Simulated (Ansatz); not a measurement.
**Electron-phonon data for Na (Im-3m)**

```
CELL_PARAMETERS angstrom
     -2.08350     2.08350     2.08350
      2.08350    -2.08350     2.08350
      2.08350     2.08350    -2.08350
ATOMIC_POSITIONS crystal
  Na 0.00000 0.00000 0.00000
```

All values below come from PBEsol, DFPT electron-phonon coupling, linearised Boltzmann equation (plane waves, PAW, scalar-relativistic; Ansatz, an electronic-structure program). Cell: relaxed with this functional, without spin-orbit coupling.

| Quantity | Value |
|---|---|
| resistivity at 273 K | 3.3 μΩ·cm |
| electron mean free path at 273 K (weighted by the current that each state carries) | 43 nm |
| resistivity times mean free path for one path shared by all states (from the Fermi surface's area) | 13.9 ×10⁻¹⁶ Ω·m² |
| electron-phonon coupling λ | 0.191 |
| transport coupling λ_tr | 0.111 |
| logarithmic mean phonon energy | 11.0 meV |
| density of states at the Fermi level | 0.23 states/(eV·spin·cell) |
| Drude plasma energy | 6.0 eV |
| Hall coefficient at 273 K | -23 ×10⁻¹¹ m³/C |
| Tc for μ* = 0.10 (anisotropic Eliashberg) | below 1 K |
| Tc for μ* = 0.13 (anisotropic Eliashberg) | below 1 K |

A metal at this level (no band gap). Only scattering by harmonic phonons is included (no impurities, grain boundaries, electron-electron scattering or thermal expansion). Spin-orbit coupling is left out. Halving the electron mesh (28x28x28) moves the resistivity by up to 5 % at 273 K, the mean free path by up to 5 %, the coupling by up to 5 %. Smearing 0.20 eV; phonons on a 5x5x5 q mesh, which this run doesn't test and which matters most at low temperature. Tc comes from the anisotropic Migdal-Eliashberg equations with μ*, a chosen number, referred to 12.5 meV.
